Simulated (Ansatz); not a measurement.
Ca3V2O8 (C2/m, No. 12; cell taken from a computed entry) was calculated with LDA (PAW; Ansatz, a program for electronic structure).

Settings: plane-wave cutoff 500 eV, 8×8×6 k mesh (along the axes of the cell as run), gaussian smearing 0.02 eV, no spin polarisation, scalar-relativistic PAW data made under PBE.

Cell (relaxed at this level):

```cif
data_Ca6O16V4
_chemical_formula_sum 'Ca6 V4 O16'
_space_group_name_H-M_alt 'C2/m'
_space_group_IT_number 12
_space_group_name_Hall '-C 2y'
_cell_length_a 9.59625
_cell_length_b 5.39233
_cell_length_c 6.74512
_cell_angle_alpha 90.000
_cell_angle_beta 114.371
_cell_angle_gamma 90.000
loop_
_atom_site_label
_atom_site_type_symbol
_atom_site_symmetry_multiplicity
_atom_site_Wyckoff_symbol
_atom_site_fract_x
_atom_site_fract_y
_atom_site_fract_z
_atom_site_occupancy
Ca1 Ca 4 i 0.17715 0.00000 0.58511 1
Ca2 Ca 2 a 0.00000 0.00000 0.00000 1
V1 V 4 i 0.39531 0.00000 0.20833 1
O1 O 8 j 0.00127 0.23794 0.29747 1
O2 O 4 i 0.18133 0.50000 0.06332 1
O3 O 4 i 0.25604 0.00000 0.30527 1
```
(The calculation used a cell of 13 atoms; values per cell refer to that cell.)

Question: Give the computed band gap.

Answer: 
- band gap: 3.47 eV (on the SCF k mesh)

Note: the relaxation could not lower the start's symmetry, so the cell can be a saddle point above a distorted one.

Static lattice: no zero-point or thermal effects.
